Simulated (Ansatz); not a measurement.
We consider Sr2TaNO3 (model structure, I4mm, No. 107, 7 atoms in the cell), described by r²SCAN (Ansatz, a first-principles code, plane waves, PAW).

Numerical settings: plane-wave cutoff 560 eV, 12×12×12 k mesh, Fermi–Dirac smearing 0.01 eV, scalar-relativistic PAW data made under PBE.

Cell (relaxed with PBEsol):

```yaml
crystal:
  lattice:
    - [-1.97788, 1.97788, 6.51506]
    - [1.97788, -1.97788, 6.51506]
    - [1.97788, 1.97788, -6.51506]
  atoms:
    - { symbol: Ta, position: [0.99114, 0.99114, 0.00000] }
    - { symbol: O, position: [0.50682, 0.00682, 0.50000] }
    - { symbol: O, position: [0.00682, 0.50682, 0.50000] }
    - { symbol: O, position: [0.16030, 0.16030, 0.00000] }
    - { symbol: N, position: [0.84494, 0.84494, 0.00000] }
    - { symbol: Sr, position: [0.34237, 0.34237, 0.00000] }
    - { symbol: Sr, position: [0.64762, 0.64762, 0.00000] }
```

**Question.** Give the computed band gap and smallest direct gap on the k points sampled.

**Answer.** 
band gap: 1.76 eV
smallest direct gap on the k points sampled: 1.97 eV

Note: the relaxation could raise the start's symmetry but not lower it, so the cell can be a saddle point; cell and atoms aren't relaxed at this level (largest force component 0.29 eV/Å, pressure 1.8 GPa).

Spin–orbit coupling is not included.

A model structure was made by putting elements into a prototype or built by hand; it is no filed structure, need not be a known phase, and can be a saddle point held by its symmetry.
